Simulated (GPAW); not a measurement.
Band structure of BPO4 (I-4, 6 atoms in the cell).

```
BPO4
1.0
   -2.17358     2.17358     3.33162
    2.17358    -2.17358     3.33162
    2.17358     2.17358    -3.33162
P B O
1 1 4
Direct
  0.00000   0.00000   0.00000
  0.75000   0.25000   0.50000
  0.39100   0.26900   0.39800
  0.73100   0.12900   0.12200
  0.87100   0.99300   0.60200
  0.00700   0.60900   0.87800
```

Computed with LDA (Perdew-Wang 92), GPAW PAW datasets LDA (gpaw-data 1.0.1) (plane waves; GPAW 25.7.0).

Settings: mode = pw; ecut = 900 eV; xc = LDA; kpts = 6 6 6; mesh shift (steps) = 0 0 0; occupations.name = methfessel-paxton; occupations.width = 0.1 eV; occupations.order = 0; nbands = -4; convergence.density = 1e-05 e/electron; convergence.energy = 1e-05 eV/electron; convergence.bands = -2; symmetry.symmorphic = false; symmetry.tolerance = 0.0005.

The starting cell comes from a database of published, mostly measured structures (it also holds non-ambient and calculated ones), without a prior relaxation at this level. Its lattice was rescaled by a random factor within 2.5 % of one.

Question: Predict the gap along the standard path and the places of the band edges.

Answer: The gap along the path is 7.21 eV, from Z to Γ; the smallest direct gap on it is 7.44 eV.

Levels in eV from the top of the valence band on the SCF mesh, bands 13 to 20:
```
point     13     14     15     16    17    18     19     20
-----  -----  -----  -----  -----  ----  ----  -----  -----
Γ      -1.25  -1.07  -0.23  -0.23  7.21  8.19  10.27  10.27
X      -0.89  -0.61  -0.21  -0.12  9.23  9.41   9.65  10.47
Y      -1.00  -0.84  -0.30  -0.20  9.04  9.40   9.70  10.32
S      -1.40  -1.25  -0.27  -0.14  8.82  9.25   9.98  10.24
Z      -2.09  -2.05   0.00   0.00  9.26  9.26   9.69   9.80
S1     -1.40  -1.25  -0.27  -0.14  8.82  9.25   9.98  10.24
N      -1.48  -0.80  -0.38  -0.05  8.65  9.50   9.92  10.29
P      -1.00  -0.67  -0.35  -0.25  9.24  9.24   9.65  10.12
Y1     -1.00  -0.84  -0.30  -0.20  9.04  9.40   9.70  10.32
```
